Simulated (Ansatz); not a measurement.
A (6,0) gold nanotube has 12 atoms in a period of 4.699 Å, a mean diameter of 5.56 Å, and lies 162 meV/atom over the flat sheet relaxed at the same level.

All values below come from PBE (plane waves to 420 eV, PAW; Ansatz, a first-principles code). Mesh 1×1×14. No spin polarisation. It repeats along c; a and b span vacuum. A hypothetical model, rolled from the flat sheet. Symmetry and one short period hold its shape; lower forms weren't sought. Values not marked SOC lack spin–orbit coupling.

Question: Which bending rigidity of the sheet does this imply in the thin-plate picture?

Answer: A plate bent to radius R stores D/(2R²) an area. The area an atom is π × 5.56 × 4.699/12 = 6.84 Å², so the stored energy is 0.162/6.84 = 0.0237 eV/Å². With R = 2.780 Å, D = 2R² × 0.0237 = 0.37 eV. At this curvature the harmonic plate is a rough guide.
